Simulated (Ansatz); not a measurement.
Start from GaCuSe₂ in the chalcopyrite structure (space group I-42d, No. 122).

```xyz
8
Lattice="-2.8041 2.8041 5.5488 2.8041 -2.8041 5.5488 2.8041 2.8041 -5.5488" Properties=species:S:1:pos:R:3 pbc="T T T"
Cu     0.0000     2.8041     2.7744
Cu     0.0000     0.0000     0.0000
Ga     2.8041     0.0000     2.7744
Ga     0.0000     0.0000     5.5488
Se     1.4021     1.3815    -1.3872
Se     1.4021     1.4226     4.1616
Se     1.4226    -1.4021     6.9359
Se     1.3815     4.2062     1.3872
```

Method: DFT with r2SCAN, PAW potentials and a 500 eV plane-wave cutoff in Ansatz (a first-principles code), spin-orbit coupling left out.

One change was made to it. Results:

```csv
quantity,base,after
hole mass,"0.083 mₑ along c, 0.68 mₑ across (at Γ)","0.17 mₑ along c, 0.40 mₑ across (at Γ)"
gap character,direct at Γ,direct at Γ
width of the top valence band,0.93 eV,1.58 eV
"valence-band top at Γ (three highest levels, from the VBM)","0.00, -0.11, -0.11 eV","0.00, -0.12, -0.12 eV"
```

Question: Name the change that was made.
A) pressure 30 GPa
B) pressure 1.8 GPa
C) pressure 9 GPa

Answer: A, pressure 30 GPa. For comparison, the valence-band top at Γ in the other runs: pressure 9 GPa gives 0.00, -0.11, -0.11 eV; pressure 1.8 GPa gives 0.00, -0.11, -0.11 eV.

Load acts through the strain it causes; cell and atoms are relaxed under it. Masses are band curvatures over ±0.01 Å⁻¹ around the edge. No phonon test of stability was made. Competing high-pressure phases were not computed. The final runs are not spin-polarised.
